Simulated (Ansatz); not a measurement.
# wurtzite AlN (P6_3mc), uniaxial stress along c: does the functional matter?

```xyz
4
Lattice="3.1138 0.0000 0.0000 -1.5569 2.6966 0.0000 0.0000 0.0000 4.9837" Properties=species:S:1:pos:R:3 pbc="T T T"
Al     0.0000     1.7977    -0.0174
Al     1.5569     0.8989     2.4745
N      0.0000     1.7977     1.8863
N      1.5569     0.8989     4.3781
```

Geometry: cell and atoms relaxed with PBEsol, then loaded (compression positive). Ansatz (a quantum-chemistry and plane-wave program) gave the bands at 2 levels on these cells. SOC is spin-orbit coupling.

| Level | gap at -18.00 GPa (eV) | gap unloaded (eV) | gap at 9.00 GPa (eV) |
|---|---|---|---|
| PBE+SOC | 3.773 | 4.175 | 4.081 |
| r2SCAN+SOC | 4.406 | 4.820 | 4.720 |

Which carries over between levels, the gap or its change?

Loaded minus unloaded: PBE+SOC -0.402 and -0.094 eV; r2SCAN+SOC -0.414 and -0.100 eV. The unloaded gaps spread over 0.645 eV and the shifts over 0.012 eV, so the levels agree better on the shift. Adding the shifts of PBE+SOC to the unloaded gap of r2SCAN+SOC gives 4.418 and 4.726 eV, against 4.406 and 4.720 eV computed.

 Gaps are resolved to about 0.01 eV; the mean electron masses of the levels agree within half at each load. Every relaxation keeps the wurtzite phase, so a transition, a distortion that breaks the symmetry or fracture can't show.
